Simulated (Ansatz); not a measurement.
# GaN, response to strain

The reference is GaN in the wurtzite structure (space group P6_3mc, No. 186; a = 3.2184 Å, c = 5.2432 Å).

Strains are applied to the cell and any free atomic positions relax.

Calculations: Ansatz (a quantum-chemistry and plane-wave program) PBE, spin-orbit coupling left out.

Notes on the quantities. energy relative to the base: free energy F.

```json
[
 {"isotropic strain (%)": "-3", "energy relative to the base (meV/atom)": "56.9"},
 {"isotropic strain (%)": "-2.4", "energy relative to the base (meV/atom)": "35.7"},
 {"isotropic strain (%)": "-1.8", "energy relative to the base (meV/atom)": "?"},
 {"isotropic strain (%)": "-1.2", "energy relative to the base (meV/atom)": "8.6"},
 {"isotropic strain (%)": "-0.6", "energy relative to the base (meV/atom)": "2.1"},
 {"isotropic strain (%)": "0", "energy relative to the base (meV/atom)": "0.0"}
]
```

Problem. Fit ΔE = Aε² + Bε³ (ε in %) to the rows shown and predict the withheld row.

Solution. Least squares on the printed values gives A = 5.72 and B = -0.20 meV/atom (largest residual 0.0 meV/atom); this predicts 19.7 meV/atom, and the run gives 19.6 meV/atom, in agreement.

No phonon test of stability was made.
